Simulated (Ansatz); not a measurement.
An Ansatz (a quantum-chemistry and plane-wave program) run: Sn with a change (Ru on a Sn site, symmetric start); PBE, PAW, 420 eV (Ansatz; no spin-orbit coupling).

Input:

Ansatz 0.2 input:
```yaml
crystal:
  lattice:
    - [-5.947002315, 0, 3.2123042572]
    - [0, 0, 6.4246085144]
    - [0, 5.947002315, -3.2123042572]
  atoms:
    - { symbol: Ru, position: [0, 0.375, 0.5] }
    - { symbol: Sn, position: [0.5, 0.625, 0] }
    - { symbol: Sn, position: [0, 0.875, 0.5] }
    - { symbol: Sn, position: [0.5, 0.125, 0] }
    - { symbol: Sn, position: [0, 0, 0] }
    - { symbol: Sn, position: [0.5, 0.25, 0.5] }
    - { symbol: Sn, position: [0, 0.5, 0] }
    - { symbol: Sn, position: [0.5, 0.75, 0.5] }
basis: { ecutwfc: 420, ecutrho_ratio: 4, xc_grid: 2, fft_grid_basis: typed }
kpoints: { mp_grid: { grid: [7, 7, 7] } }
hamiltonian:
  xc: pbe
  dispersion: none
  pseudopotentials: { kind: paw }
scf: { occupations: { method: fermi_dirac, width: 0.05 }, convergence: { dr2_threshold: 0.0000000008 } }
relax: { f_tol: 0.02, max_steps: 45 }
output: { forces: true, stress: true }
checkpoint: { write: state.ck, write_every: 1000 }
```

Output (explanatory and most iteration lines left out):

```
Relaxation: its limit of steps is 45 (relax.max_steps)
Pseudopotential: Ru, paw, valence charge 16
Pseudopotential: Sn, paw, valence charge 14
Crystal: 8 atoms, lattice volume = 227.218 Å³
Basis set: ecut = 420 eV, 4451 PW (Γ), exchange–correlation on 96×90×96 points (8 copies of the dense FFT grid, shifted against one another)
Bands: 69, of which v1, the nominal top of the filled ones, is band 57 counted from 1 (56 counted from 0)
Symmetry: 8 space group operations
Space group: I-42m (ITA 121), of the structure as read, at distance tolerance 6.1e-5 Å
k-points: 40 of 343 (time reversal used)
Functional: x = pbe(κ = 0.804, μ = 0.2195149727645171), c = pbe(β = 0.06672455060314922)
SCF iter   1: F=—  HF=-48045.349800 eV  |F-HF|=—  |Δ(HF+E_count)|=         —  Δρ=2.59e-3  dr2=2.14e-2  ethr=1.77e-3  ⟨swp⟩=6.7  Hψ=10978  notcnv=0  defer=44
SCF iter   2: F=—  HF=-48045.350351 eV  |F-HF|=—  |Δ(HF+E_count)|=   5.52e-4  Δρ=1.50e-3  dr2=8.40e-3  ethr=1.87e-5  ⟨swp⟩=1.9  Hψ=3612  notcnv=0  defer=88
SCF 1 converged in 9 iterations: F = -48045.350018 eV  dr2 = 1.69e-10
relax step   1: F+E_penalty+E_count = -48045.35001801 eV  Δ(F+E_penalty+E_count) = +0.000e0 eV  max|allowed force component| = 9.299e-1 eV/Å  Δτ_max = 0.0000 Å  (9 SCF iters, accepted)
Crystal: 8 atoms, lattice volume = 227.218 Å³
SCF iter   1: F=—  HF=-48046.090337 eV  |F-HF|=—  |Δ(HF+E_count)|=         —  Δρ=9.78e-3  dr2=5.97e-1  ethr=5.26e-4  ⟨swp⟩=1.0  Hψ=10839  notcnv=0  defer=39
SCF iter   2: F=—  HF=-48046.061762 eV  |F-HF|=—  |Δ(HF+E_count)|=   2.86e-2  Δρ=5.43e-3  dr2=1.99e-1  ethr=5.24e-4  ⟨swp⟩=1.0  Hψ=2638  notcnv=0  defer=39
SCF 2 converged in 10 iterations: F = -48046.044717 eV  dr2 = 2.24e-10
relax step   2: F+E_penalty+E_count = -48046.04471689 eV  Δ(F+E_penalty+E_count) = -6.947e-1 eV  max|allowed force component| = 7.823e-1 eV/Å  Δτ_max = 0.1958 Å  (10 SCF iters, accepted)
Crystal: 8 atoms, lattice volume = 227.218 Å³
SCF iter   1: F=—  HF=-48046.565699 eV  |F-HF|=—  |Δ(HF+E_count)|=         —  Δρ=1.33e-2  dr2=1.17e0  ethr=1.03e-3  ⟨swp⟩=1.1  Hψ=10728  notcnv=0  defer=27
SCF iter   2: F=—  HF=-48046.504963 eV  |F-HF|=—  |Δ(HF+E_count)|=   6.07e-2  Δρ=6.68e-3  dr2=3.31e-1  ethr=1.03e-3  ⟨swp⟩=1.0  Hψ=2644  notcnv=0  defer=27
SCF 3 converged in 10 iterations: F = -48046.478077 eV  dr2 = 2.69e-10
relax step   3: F+E_penalty+E_count = -48046.47807707 eV  Δ(F+E_penalty+E_count) = -4.334e-1 eV  max|allowed force component| = 2.129e-1 eV/Å  Δτ_max = 0.1950 Å  (10 SCF iters, accepted)
Crystal: 8 atoms, lattice volume = 227.218 Å³
SCF iter   1: F=—  HF=-48046.497342 eV  |F-HF|=—  |Δ(HF+E_count)|=         —  Δρ=2.77e-3  dr2=2.09e-2  ethr=2.01e-3  ⟨swp⟩=4.0  Hψ=5683  notcnv=0  defer=101
SCF iter   2: F=—  HF=-48046.495282 eV  |F-HF|=—  |Δ(HF+E_count)|=   2.06e-3  Δρ=1.40e-3  dr2=5.05e-3  ethr=1.83e-5  ⟨swp⟩=1.9  Hψ=3613  notcnv=0  defer=109
SCF 4 converged in 9 iterations: F = -48046.494798 eV  dr2 = 2.72e-10
relax step   4: F+E_penalty+E_count = -48046.49479831 eV  Δ(F+E_penalty+E_count) = -1.672e-2 eV  max|allowed force component| = 7.585e-2 eV/Å  Δτ_max = 0.0862 Å  (9 SCF iters, accepted)
Crystal: 8 atoms, lattice volume = 227.218 Å³
SCF iter   1: F=—  HF=-48046.499755 eV  |F-HF|=—  |Δ(HF+E_count)|=         —  Δρ=2.09e-3  dr2=2.56e-2  ethr=3.50e-5  ⟨swp⟩=4.7  Hψ=7534  notcnv=0  defer=114
SCF iter   2: F=—  HF=-48046.498418 eV  |F-HF|=—  |Δ(HF+E_count)|=   1.34e-3  Δρ=1.04e-3  dr2=7.26e-3  ethr=2.25e-5  ⟨swp⟩=1.0  Hψ=3200  notcnv=0  defer=114
SCF 5 converged in 8 iterations: F = -48046.497827 eV  dr2 = 4.44e-10
relax step   5: F+E_penalty+E_count = -48046.49782689 eV  Δ(F+E_penalty+E_count) = -3.029e-3 eV  max|allowed force component| = 1.812e-2 eV/Å  Δτ_max = 0.0376 Å  (8 SCF iters, accepted)
SCF converged after 8 iterations
Free energy (F): -48046.497827 eV
Internal energy: -48046.452489 eV  (E = F + TS)
E sigma→0 (E₀):  -48046.475158 eV
Entropy (-TS):   -0.045337 eV (-5.667 meV/atom)
Fermi energy:    9.794974 eV
--- Forces (eV/Å), atoms counted from 1 ---
  atom   1  Ru    -0.00000000     0.00000000     0.00000000
  atom   2  Sn     0.00000000     0.00000000     0.00000000
  atom   3  Sn     0.00000000     0.00000000     0.00000000
  atom   4  Sn     0.00000000    -0.00000000     0.00000000
  atom   5  Sn     0.00000000    -0.01811996    -0.00758922
  atom   6  Sn    -0.01811996     0.00000000     0.00758922
  atom   7  Sn     0.00000000     0.01811996    -0.00758922
  atom   8  Sn     0.01811996     0.00000000     0.00758922
--- Stress (GPa, compression-positive) ---
       -2.160368       0.000000       0.000000
        0.000000      -2.160368       0.000000
        0.000000       0.000000      -4.887055
  P = ⅓ Tr σ = -3.0693 GPa (-30.693 kbar)
--- Relaxed structure (5 steps of the walk, 5 accepted, 0 SCFs on fresh bases) ---
  atoms:
    - { symbol: Ru, position: [5.833942494360068e-19, 0.375, 0.5] }
    - { symbol: Sn, position: [0.5, 0.6250000000000001, 5.833942494360058e-19] }
    - { symbol: Sn, position: [5.833942494360062e-19, 0.8750000000000001, 0.5] }
    - { symbol: Sn, position: [0.5, 0.12500000000000006, 5.83394249436006e-19] }
    - { symbol: Sn, position: [5.833942494360073e-19, 0.043071182558298504, 0.07310733118303714] }
    - { symbol: Sn, position: [0.42689266881696286, 0.28003614862473863, 0.5] }
    - { symbol: Sn, position: [5.83394249436008e-19, 0.46996385137526137, -0.07310733118303714] }
    - { symbol: Sn, position: [0.5731073311830371, 0.7069288174417017, 0.5] }
```

The cell is small, so the values are those of an ordered compound at a high defect concentration; dilute-limit values will differ. The defect started on the symmetric site and kept its symmetry, so it may sit on a saddle. All final runs are without spin polarisation. The cell was made from Sn (space group I4_1/amd, No. 141) by this change: Ru on a Sn site. The defect cell is not spin-polarised.
